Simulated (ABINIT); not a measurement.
A self-consistent single point of Lu (P-1, 2 atoms in the cell) with ABINIT.

Method of the run: PBEsol, PAW (JTH v2.0 PBE PAW, files made for PBE) (plane waves; ABINIT).

```
Lu
1.0
    3.51805     0.00000     0.00000
   -1.75903     3.04672     0.00000
    0.00000     0.00000     5.44608
Lu
2
Direct
  0.33342   0.66561   0.25156
  0.66658   0.33439   0.74844
```

Reference input (self-consistent single point, DFT, PBE, plane waves, PAW (JTH v2.0 PBE PAW)): pseudos = [Lu.GGA_PBE-JTH.xml]; ecut = 24 Ha; pawecutdg = 48 Ha; pawxcdev = 0; occopt = 3; tsmear = 0.00367493 Ha; ngkpt = 7 7 4; nshiftk = 1; shiftk = 0 0 0; potentials = JTH v2.0 PBE PAW; nband = 33; kptopt = 1. This run's input differs from it in these lines:

```diff
@@ -18,2 +18,3 @@
 pawxcdev 0
+ixc -116133
 occopt 3
```

The program printed (abridged):

```
--- !BeginCycle
solver: {iscf: 17, nstep: 80, nline: 4, wfoptalg: 10, }
tolerances: {tolvrs: 1.00E-10, }
...

     iter   Etot(hartree)      deltaE(h)  residm     nres2
 ETOT  1  -544.95734973703    -5.450E+02 3.523E+01 1.876E+02
 ETOT  2  -555.26061135153    -1.030E+01 9.591E-01 2.073E+01
 ETOT  3  -555.32404700756    -6.344E-02 1.189E+00 5.552E+01
 ETOT  4  -555.30803872539     1.601E-02 3.419E-01 2.554E+01
 ETOT  5  -555.32835989913    -2.032E-02 5.731E-02 3.772E-01
   [... 17 lines left out ...]
 ETOT 23  -555.30263657219    -4.434E-12 4.510E-04 7.454E-10
 ETOT 24  -555.30263657219     4.547E-13 2.290E-04 3.321E-10
 ETOT 25  -555.30263657219    -2.274E-13 2.645E-04 1.216E-10
 ETOT 26  -555.30263657219     1.137E-13 1.592E-04 2.715E-11
 At SCF step   26       nres2   =  2.71E-11 < tolvrs=  1.00E-10 =>converged.

 Cartesian components of stress tensor (hartree/bohr^3)
  sigma(1 1)=  1.17060590E-04  sigma(3 2)=  8.23462500E-08
  sigma(2 2)=  1.18989351E-04  sigma(3 1)= -5.42547471E-08
  sigma(3 3)=  9.85283291E-05  sigma(2 1)=  6.54475255E-07

 ----iterations are completed or convergence reached----

 reduced coordinates (array xred) for    2 atoms
       0.333421998538      0.665608997092      0.251563998905
       0.666577997086      0.334390998546      0.748435996724
 cartesian forces (eV/Angstrom) at end:
    1     -0.00794067748828     0.01167827449118    -0.07595760976009
    2      0.00794067748828    -0.01167827449118     0.07595760976009
 frms,max,avg= 4.4605661E-02 7.5957610E-02   0.000E+00  0.000E+00  0.000E+00 e/A
   [... lines left out ...]
 Fermi (or HOMO) energy (eV) =   5.87887   Average Vxc (eV)= -10.04937
   [... lines left out ...]
'-kT*entropy'       : -3.69279883867948E-03
total_energy        : -5.55302634746340E+02
total_energy_eV     : -1.51105531525520E+04
...

-Cartesian components of stress tensor (GPa)         [Pressure= -3.2812E+00 GPa]
- sigma(1 1)=  3.44404088E+00  sigma(3 2)=  2.42270991E-03
- sigma(2 2)=  3.50078697E+00  sigma(3 1)= -1.59622950E-03
- sigma(3 3)=  2.89880304E+00  sigma(2 1)=  1.92553235E-02

 Calculation completed.
```

The run converged in 26 iterations. Against the reference run the pressure goes from -0.69 to -3.28 GPa and the largest force goes from 0.084 to 0.077 eV/Å.

The starting cell comes from a database of computed structures (which also holds hypothetical and non-ambient phases and stackings), without a prior relaxation at this level. Its atoms were displaced at random from the sites of space group no. 194. The potentials were made for another functional than the one used. With a pressure of about -3 GPa the cell is away from its equilibrium volume at this level.

Cost on one core of a shared machine: roughly 5 min.
